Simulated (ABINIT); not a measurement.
Band structure of CaTiS2 (P-3m1, 4 atoms in the cell).

```
CaTiS2
1.0
    3.64514     0.00000     0.00000
   -1.82257     3.15678     0.00000
    0.00000     0.00000     6.54150
Ca Ti S
1 1 2
Cartesian
  0.00000   0.00000   3.27075
  0.00000   0.00000   0.00000
  0.00000   2.10452   5.10459
  1.82257   1.05226   1.43691
```

Level of theory: PBEsol, PAW (JTH v2.0 PBE PAW, files made for PBE) (plane waves; ABINIT).

Settings: pseudos = [Ca.GGA_PBE-JTH.xml, Ti.GGA_PBE-JTH.xml, S.GGA_PBE-JTH.xml]; ecut = 30 Ha; pawecutdg = 60 Ha; pawxcdev = 0; ixc = -116133; occopt = 3; tsmear = 0.1 eV; ngkpt = 7 7 4; nshiftk = 1; shiftk = 0 0 0; potentials = JTH v2.0 PBE PAW; kptopt = 1; nstep = 80.

The starting cell comes from a database of computed structures (which also holds hypothetical and non-ambient phases and stackings), without a prior relaxation at this level. Spin polarisation is off, so a magnetic state, if there is one, cannot be reached. The potentials were made for another functional than the one used.

Levels in eV from the Fermi level, bands 14 to 21:
```
point     14     15     16     17     18     19    20    21
-----  -----  -----  -----  -----  -----  -----  ----  ----
Γ      -2.85  -2.27  -2.27  -0.98  -0.17  -0.17  0.94  0.94
M      -4.33  -4.21  -3.46  -1.19   0.63   0.84  1.10  1.71
K      -4.48  -4.48  -4.13   0.29   0.64   0.64  1.19  1.19
A      -3.92  -2.78  -2.78  -0.04  -0.04   0.21  1.39  1.99
L      -4.29  -3.98  -3.73  -0.76   0.52   0.86  1.10  2.06
H      -4.77  -4.42  -4.42   0.41   0.41   0.47  1.49  1.49
```

Bands cross the Fermi level along this path, so the cell is metallic at this level.
